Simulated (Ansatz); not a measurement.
The parent structure is TaAs (space group I4_1md, No. 109; a = 3.4288 Å, c = 11.5815 Å).

Structures relaxed with PBEsol/PAW in Ansatz (an electronic-structure program), scalar-relativistic without spin-orbit coupling.

Base:

Simulated powder pattern, Cu Kα1, λ = 1.54056 Å (kinematic, ideal powder, no thermal factors, no anomalous dispersion; the 14 strongest lines at most, above 2 %, up to 2θ = 90°):

```json
[
 {"2θ (°)": "27.10", "I/Imax (%)": "37", "hkl": "(101)"},
 {"2θ (°)": "30.86", "I/Imax (%)": "24", "hkl": "(004)"},
 {"2θ (°)": "34.97", "I/Imax (%)": "52", "hkl": "(103)"},
 {"2θ (°)": "40.29", "I/Imax (%)": "100", "hkl": "(112)"},
 {"2θ (°)": "47.32", "I/Imax (%)": "37", "hkl": "(105)"},
 {"2θ (°)": "53.40", "I/Imax (%)": "28", "hkl": "(200)"},
 {"2θ (°)": "60.89", "I/Imax (%)": "8.6", "hkl": "(211)"},
 {"2θ (°)": "61.34", "I/Imax (%)": "6.4", "hkl": "(116)"},
 {"2θ (°)": "62.25", "I/Imax (%)": "17", "hkl": "(107)"},
 {"2θ (°)": "62.95", "I/Imax (%)": "13", "hkl": "(204)"},
 {"2θ (°)": "65.44", "I/Imax (%)": "18", "hkl": "(213)"},
 {"2θ (°)": "74.09", "I/Imax (%)": "20", "hkl": "(215)"},
 {"2θ (°)": "78.90", "I/Imax (%)": "9.1", "hkl": "(220)"},
 {"2θ (°)": "86.46", "I/Imax (%)": "14", "hkl": "(217)"}
]
```

It is then changed as follows: Bi takes the place of As on all its sites, then cell and atoms are relaxed.

Q: How do the reflections move or split?

A: 
Simulated powder pattern, Cu Kα1, λ = 1.54056 Å (kinematic, ideal powder, no thermal factors, no anomalous dispersion; the 14 strongest lines at most, above 2 %, up to 2θ = 90°):

| 2θ (°) | d (Å) | I/Imax (%) | hkl |
|---|---|---|---|
| 24.49 | 3.631 | 11 | (101) |
| 28.82 | 3.096 | 18 | (004) |
| 32.00 | 2.795 | 42 | (103) |
| 36.44 | 2.464 | 100 | (112) |
| 43.59 | 2.074 | 35 | (105) |
| 47.86 | 1.899 | 30 | (200) |
| 56.83 | 1.619 | 11 | (204) |
| 57.42 | 1.604 | 17 | (107) |
| 58.73 | 1.571 | 15 | (213) |
| 66.72 | 1.401 | 21 | (215) |
| 70.00 | 1.343 | 10 | (220) |
| 77.91 | 1.225 | 15 | (217) |
| 81.58 | 1.179 | 21 | (312) |
| 86.47 | 1.124 | 7.5 | (1 1 10) |

The indices refer to each structure's own conventional cell; one index is shown for lines that coincide.

Whether these cells are dynamically stable was not tested. As relaxed here, TaBi is a hypothetical phase, not in the database extracts checked. All final runs are without spin polarisation.
